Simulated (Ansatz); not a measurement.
A self-consistent single point of Ta (Im-3m, 1 atom in the cell) with Ansatz (a first-principles code).

Computed with PBE (plane waves, PAW; Ansatz).

The change in words: lattice scaled by 0.98; basis.ecutwfc: 420 eV → 735 eV. Reference geometry:
```
CELL_PARAMETERS angstrom
     -1.65825     1.65825     1.65825
      1.65825    -1.65825     1.65825
      1.65825     1.65825    -1.65825
ATOMIC_POSITIONS crystal
  Ta 0.00000 0.00000 0.00000
```

Reference input (self-consistent single point, DFT, PBE, plane waves, default PAW files): basis.ecutwfc = 420 eV; kpoints.mp_grid.grid = 14 14 14; hamiltonian.xc = pbe; hamiltonian.pseudopotentials = {kind: paw} (the program's default PAW files); scf.occupations.method = gaussian; scf.occupations.width = 0.1 eV. This run's input differs from it in these lines:

Ansatz 0.2 input:
```diff
@@ -2,5 +2,5 @@
   lattice:
-    - [-1.658250, 1.658250, 1.658250]
-    - [1.658250, -1.658250, 1.658250]
-    - [1.658250, 1.658250, -1.658250]
+    - [-1.625085, 1.625085, 1.625085]
+    - [1.625085, -1.625085, 1.625085]
+    - [1.625085, 1.625085, -1.625085]
   atoms:
@@ -8,3 +8,3 @@
 basis:
-  ecutwfc: 420.0
+  ecutwfc: 735.0
 kpoints:
```

Output, abridged:

```
SCF iter   1: F=—  HF=-9932.213624 eV  |F-HF|=—  |Δ(HF+E_count)|=         —  Δρ=2.35e-3  dr2=2.69e-4  ethr=1.77e-3  ⟨swp⟩=5.4  Hψ=6601  notcnv=0
all-band conjugate gradients solve this SCF's bands
preconditioner: auto → none
SCF iter   2: F=—  HF=-9932.213540 eV  |F-HF|=—  |Δ(HF+E_count)|=   8.37e-5  Δρ=1.14e-3  dr2=6.37e-5  ethr=2.07e-6  ⟨swp⟩=2.4  Hψ=2513  notcnv=0
SCF iter   3: F=—  HF=-9932.213607 eV  |F-HF|=—  |Δ(HF+E_count)|=   6.61e-5  Δρ=1.30e-4  dr2=6.98e-7  ethr=4.90e-7  ⟨swp⟩=2.3  Hψ=1731  notcnv=0
   [... lines left out ...]
SCF iter   4: F=-9932.213607 eV  HF=-9932.213607 eV  |F-HF|=4.65e-9  |Δ(HF+E_count)|=   1.60e-7  Δρ=2.92e-5  dr2=3.46e-8  ethr=5.37e-9  ⟨swp⟩=2.4  Hψ=1780  notcnv=0
iter 5 did not close the SCF: its close was put off for the readings that it lacked (scf_convergence_deferred on its scf_iter line)
SCF iter   5: F=-9932.213607 eV  HF=-9932.213607 eV  |F-HF|=1.52e-9  |Δ(HF+E_count)|=  4.91e-10  Δρ=8.25e-6  dr2=3.12e-9  ethr=2.66e-10  ⟨swp⟩=2.0  Hψ=1305  notcnv=0
SCF iter   6: F=-9932.213607 eV  HF=-9932.213607 eV  |F-HF|=2.00e-11  |Δ(HF+E_count)|=  9.66e-10  Δρ=5.50e-7  dr2=2.06e-11  ethr=2.40e-11  ⟨swp⟩=3.0  Hψ=3826  notcnv=0
SCF 1 converged in 6 iterations: F = -9932.213607 eV  dr2 = 2.06e-11
Free energy (F): -9932.213607 eV
Internal energy: -9932.208558 eV  (E = F + TS)
E sigma→0 (E₀):  -9932.211082 eV
Entropy (-TS):   -0.005049 eV (-5.049 meV/atom)
Fermi energy:    19.652865 eV
--- Forces (eV/Å), atoms counted from 1 ---
  atom   1  Ta     0.00000000    -0.00000000    -0.00000000
--- Stress (GPa, compression-positive) ---
       14.277287      -0.000000      -0.000000
        0.000000      14.277287      -0.000000
       -0.000000       0.000000      14.277287
  P = ⅓ Tr σ = 14.2773 GPa (142.773 kbar)
  The stress holds the Pulay correction. Without it, at fixed plane waves, as pw.x and ABINIT print it: P = 14.2740 GPa
```

The run converged in 6 iterations. Against the reference run the free energy goes up by 46.2 meV/atom and the pressure goes from 0.42 to 14.28 GPa. The full log also holds: “iter 4 did not close the SCF: its close was put off for the readings that it lacked (scf_convergence_deferred on its scf_iter line)”.

The starting cell has typed, rounded lattice constants, without a prior relaxation at this level. Its lattice was rescaled by up to half a per cent. For this run, on top of that: lattice scaled by 0.98. Spin polarisation is off. Ansatz's pressure includes its estimate of the finite-basis (Pulay) stress.
